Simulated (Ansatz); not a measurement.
Fluorite HfO₂ (high-temperature phase), treated with LC-ωPBE (PAW; Ansatz, a quantum-chemistry and plane-wave program).

Settings: plane-wave cutoff 520 eV, 8×8×8 k mesh, scalar-relativistic PAW data made under PBE.

Computed at the level's own relaxed cell.

Hill averages of the elastic tensor: K = 281.3 GPa, G = 131.0 GPa. Volume 10.745 Å³/atom, mean atomic mass 70.163 u.

Question: Work out the density, the sound velocities of a polycrystal and the elastic Debye temperature at this level.

Answer: ρ = 1.66054 × 70.163/10.745 = 10.843 g/cm³. v_l = √[(K + 4G/3)/ρ] = 6.485 km/s and v_t = √(G/ρ) = 3.476 km/s. The mean follows from 3/v_m³ = 1/v_l³ + 2/v_t³: v_m = 3.882 km/s. Θ_D = (ħ/k_B) v_m (6π²/V)^(1/3) = 76.38 K Å s/km × 3.882 × 1.7664 Å⁻¹ = 524 K, counting all atoms of the cell.

Note: symmetry holds this phase in the static calculation, where it need not be a minimum; held by symmetry at 0 K, a high-temperature phase can be a saddle point.
